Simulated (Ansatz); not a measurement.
Cell and atoms of amorphous Si8Al22O49:

```xyz
79
Lattice="9.8981 0.0701 0.0495 0.0701 10.0258 0.0771 0.0495 0.0771 9.9873" Properties=species:S:1:pos:R:3 pbc="T T T"
Si     3.7909     7.6387     6.2670
Si     7.1933     5.1569     8.4932
Si     1.9421     5.1801     7.0031
Si     3.4013     2.3953     6.1617
Si     6.6100     8.4801     5.5783
Si     9.5231     2.0221     9.9340
Si     8.3101     3.7406     3.9243
Si     3.0305     1.3519     3.2953
Al     3.0370     8.6622     8.9526
Al     0.8863     3.3590     3.2514
Al     2.0942    10.0508     6.4927
Al     4.6152     4.2775     9.8825
Al     8.8945     6.2131     5.7883
Al     2.0977     6.0476     0.1761
Al     7.3275     2.1193     7.6496
Al     9.2509     8.3480     3.6853
Al     6.5497     1.7252     0.6029
Al     6.5503     8.9413     2.7151
Al     5.4028     3.4958     2.8013
Al     5.3545     8.9185     0.5037
Al     4.1917     1.4824     8.8184
Al     1.8296     6.2604     4.3258
Al     7.5640     8.0431     8.3457
Al     0.1519     9.9682     8.4631
Al     2.2774     8.5058     2.1642
Al     9.1166     1.1215     5.2939
Al     9.3460     7.8676     0.9544
Al     6.0772     1.5854     4.7610
Al     4.3097     6.3373     2.3473
Al     9.2449     4.7145     0.7699
O      0.3691     6.1423     0.7475
O      9.0894     8.5863     9.2337
O      9.0933     9.9917     4.1464
O      2.5898     1.4959     4.9635
O      4.5934     1.9636     3.3746
O      9.5267     2.6997     4.4507
O      0.2658     7.0350     4.5678
O      7.8456     7.6334     4.9485
O      0.5384     8.4593     2.1717
O      3.1066     9.8904     2.7946
O      8.7537     1.4414     8.4973
O      3.6110     5.3957     0.9148
O      6.1258     0.1743     1.3959
O      0.4210     5.3633     6.5508
O      5.5921     5.1454     8.7294
O      1.7834     4.6344     3.8637
O      5.2590     7.5457     5.5421
O      2.6119     3.7286     6.5800
O      3.2036     1.1892     7.3072
O      9.1857     4.1604     2.5361
O      4.9926     2.4257     5.9120
O      5.1187     5.1092     3.2169
O      8.2158     1.9612     0.9809
O      2.9360     8.8339     5.5831
O      4.0126     7.7701     7.8430
O      1.6732     9.1226     8.0169
O      2.8291     6.2606     5.9310
O      0.2632     3.4405     9.9095
O      2.2320     5.6181     8.5136
O      7.4865     1.5797     5.9410
O      2.8387     7.0738     3.0986
O      6.9181     2.8610     3.6386
O      6.3979     8.0265     9.5590
O      8.0469     8.0711     2.2609
O      7.0454     9.0872     7.0055
O      6.0399     1.5958     8.8430
O      0.6974     0.7369     9.8873
O      3.6286     2.9871     9.3322
O      5.6441     3.2107     1.0799
O      6.2624     9.7140     4.4001
O      2.5439     7.7940     0.4775
O      8.0614     4.9461     4.8949
O      7.6384     3.8023     7.7506
O      0.3250     0.5403     6.5144
O      7.8938     5.3848     9.9615
O      4.0958     9.9036     9.6752
O      1.9595     2.2438     2.4998
O      7.8124     6.4350     7.5046
O      5.1870     7.9141     2.0414
```

Method: PBE, scalar-relativistic without spin-orbit coupling (plane waves to 420 eV, PAW; Ansatz, a program for electronic structure).

The cell was made by melting and quenching with the CHGNet potential and then relaxed with DFT. O atoms were pushed apart under 1.9 Å during the dynamics, to hinder bonds among them. The hot cell started wider than the set density and was brought back towards it in steps. It is the lowest in DFT energy of 2 quenches. It is a model cell: composition and starting density were chosen by hand, and all elements were melted together. No dispersion term was used. Its density started from a set value of 2.77 and ended at 2.68 g/cm³. The quench (nominally 310 K/ps over its main leg) was far faster than any real one, so the model tends to hold more defects than a real film. One small periodic cell is one sample of the glass; other quenches scatter about these values. Volume and shape were free in the relaxation.

Bonds are counted up to Si-Si 2.60 Å, Si-Al 2.55 Å, Si-O 1.96 Å, Al-Al 2.66 Å, Al-O 2.26 Å, O-O 1.58 Å. Two cations that share two anions don't count as bonded, nor two that share one unless they lie closer than Si-Si 2.38 Å, Si-Al 2.48 Å, Al-Al 2.59 Å.

Task: Give the coordination numbers, mean bond lengths and angles.

Result: 
| Item | Result |
|---|---|
| Mean coordination of Si by anions | 4.00 (8 with 4) |
| Mean coordination of Al by anions | 4.23 (17 with 4, 5 with 5) |
| Mean coordination of O | 2.55 (22 with 2, 27 with 3) |
| Mean Al-O bond | 1.815 Å (spread 0.086 Å, 93 counted) |
| Mean Si-O bond | 1.651 Å (spread 0.051 Å, 32 counted) |
| Bond angle at Si | mean 109.3°, spread 6.8° |
| Bond angle at Al | mean 108.3°, spread 16.5° |
| Bond angle at O | mean 122.4°, spread 17.0° |

Task: List the pairs of like atoms that count as bonded by the rules above.

Result: There are none by these rules.
